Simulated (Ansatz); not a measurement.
MgO (Fm-3m) under hydrostatic pressure: electron conductivity mass by PBEsol, rigid bands (plane waves, PAW, scalar-relativistic; Ansatz, a first-principles code). The unloaded cell, whose axes the loads refer to:

```
CELL_PARAMETERS angstrom
      0.00000     2.10744     2.10744
      2.10744     0.00000     2.10744
      2.10744     2.10744     0.00000
ATOMIC_POSITIONS crystal
  Mg 0.00000 0.00000 0.00000
  O  0.50000 0.50000 0.50000
```

| hydrostatic pressure (GPa) | volume per atom (Å³) | electron conductivity mass (mₑ) |
|---|---|---|
| -2 | 9.48 | 0.347 |
| 0 | 9.36 | 0.352 |
| 2 | 9.24 | 0.356 |
| 5 | 9.08 | ? |
| 10 | 8.85 | 0.372 |

Problem. Fit a straight line to ln(electron conductivity mass) against the load over the rows given, and predict the row at 5 GPa.

Solution. The means are x̄ = 2.500 GPa and ȳ = -1.0311; Σ(x − x̄)(y − ȳ) = 0.4732 and Σ(x − x̄)² = 83.00, so the slope is 0.570 % per GPa, and the rows given lie within 0.17 % of the line. At 5 GPa the line gives 0.362 mₑ; the calculation gives 0.362 mₑ, 0.070 % from it.

Masses are for dilute carriers at 300 K, harmonic means over directions unless an axis is named. Spin-orbit coupling is left out. Stresses and pressures are the targets of the relaxation. The structure type is held at every load. Geometry: cell and atoms relaxed with PBEsol.
